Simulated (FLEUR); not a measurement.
# Equation of state of In (space group 139): energy against volume (FLEUR, PBE)

```
In
1.0
   -1.59611     1.59611     2.43099
    1.59611    -1.59611     2.43099
    1.59611     1.59611    -2.43099
In
1
Direct
  0.00000   0.00000   0.00000
```

Computed with PBE, all-electron FLAPW (FLEUR), scalar-relativistic valence run with FLEUR. Settings: Kmax = 4.33 1/bohr; GmaxXC = 17.3 1/bohr; xcFunctional = pbe; jspins = 1; l_soc = F; mode = hist; fermiSmearingEnergy = 0.00183747 Htr; mesh (inpgen div1-3) = 25 25 25; inpgen gamma flag = false; Gmax = 17.3 1/bohr; numbands = 0; maxIterBroyd = 99; imix = Anderson; alpha = 0.05; precondParam = 0; minDistance = 1e-05 me/bohr^3. The cell above is the first row's. The rows scale it uniformly. In all rows the k mesh is held. E is the free energy at the stated smearing, counted from the lowest row.

| V (Å^3/atom) | E (meV/atom) |
|---|---|
| 24.772 | 36.93 |
| 25.311 | 22.74 |
| 25.849 | 12.36 |
| 26.388 | 5.36 |
| 26.926 | 1.36 |
| 27.465 | 0.00 |
| 28.004 | 0.99 |
| 28.542 | 4.05 |
| 29.081 | ? |

The 8 complete rows are fitted with the third-order Birch-Murnaghan form, a cubic in V^(-2/3), E against V. With u = V^(-2/3) - 0.112, the rows have u = 0.005677, 0.004001, 0.002385, 0.000822, -0.000685, -0.002147, -0.003561, -0.004928. Least squares gives E = 2.848 + 2572.7·u + 586841·u² + 3092672·u³. Residuals (row less fit): -0.002, 0.006, -0.004, -0.001, 0.000, 0.001, 0.001, -0.001; standard error 0.004 (degrees of freedom: 4). Its minimum lies at u = -0.002231, so V0 = (0.109769)^(-3/2) = 27.50. There d²E/du² = 1132000 and d³E/du³ = 1.856e7, so B0 = (4/9) × 27.50^(-7/3) × 1132000 × 0.160218 = 35.3 GPa (the last factor turns the table's units into GPa), and B0' = 4 + (2/3) × 0.109769 × (1.856e7)/1132000 = 5.2.

Q: Estimate the missing E (V = 29.081); what did the run itself give?

A: u = -0.006255, so E = 2.848 + 2572.7 × (-0.006255) + 586841 × (-0.006255)² + 3092672 × (-0.006255)³ = 8.959 meV/atom. The calculation gives 8.95 meV/atom, 0.009 meV/atom below the prediction (under 0.05 % of the range of E in the table). The row lies outside the fitted rows, so this is an extrapolation. From the scatter of the fitted rows alone, a prediction at this place has a standard error of 0.010 meV/atom, so the miss is 0.9 times that.

Carrying the step between the two nearest rows on in a straight line would have given 7.12, off by 1.83; series whose last step already gives the withheld value aren't shown. The scan was laid around a cell of about the measured size, scaled by a guess for this functional; axis ratios and inner coordinates come from that cell. Values depend on the basis (sphere radii, cutoffs, local orbitals), which need not be converged. The shape of the cell and the inner coordinates aren't relaxed, so V0 and B0 belong to this uniform scaling; a relaxed crystal lies no higher in energy and is usually softer. Cutoffs and mesh are single choices, not tested for convergence of this quantity. Series with a scatter that would blur these digits, or in which a gap closes, are not shown. Nor are scans whose minimum lies at an end fitted in this form.
